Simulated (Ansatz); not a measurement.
Functionals compared on NH3 on the (0001) surface of wurtzite GaN (2x2 Ga adatom at T4; a constructed slab, bottom: 3 H on 4 bottom sites), one in a cell of 36 Å², started at the site 'hollow Ga-Ga-Ga over Ga at depth 2.1 Å', in Ansatz (plane waves, PAW). The structure was relaxed with PBE; the other rows are single points on it, each with its references at the same level. Cutoff 420 eV (500 eV for r2SCAN).

Host crystal: wurtzite GaN, with a band gap (PBE, scalar-relativistic without spin-orbit coupling).

Set-up: 48 atoms, 13.9 Å thick at the start with caps and adatoms under the adsorbate (thin: gaps and levels are the slab's own); mesh 4x4x1; 0.01 eV smearing; dipole correction on; 23 atoms held, the rest relaxed; no symmetry held; no spin, no spin-orbit, no U, no dispersion correction. At the end it is bonded to Ga. In PBE it is, or lies within 0.03 eV of, the lowest of the starts that converged. These notes are the PBE run's. Adsorption energies are against NH3(g). A negative adsorption energy means that the adsorbate is more stable on the surface than in its reference.

```json
[
 {"functional": "PBE", "adsorption energy (eV)": "-1.38", "gap of the slab on its k-mesh (eV)": "0.53", "highest filled level below the top vacuum level (eV)": "3.78"},
 {"functional": "RPBE", "adsorption energy (eV)": "___", "gap of the slab on its k-mesh (eV)": "___", "highest filled level below the top vacuum level (eV)": "___"},
 {"functional": "r2SCAN", "adsorption energy (eV)": "-1.65", "gap of the slab on its k-mesh (eV)": "0.80", "highest filled level below the top vacuum level (eV)": "3.93"}
]
```

### Question
What belongs in the gaps?

### Answer

- RPBE, adsorption energy (eV): -1.03
- RPBE, gap of the slab on its k-mesh (eV): 0.55
- RPBE, highest filled level below the top vacuum level (eV): 3.68

Ansatz is an electronic-structure program.
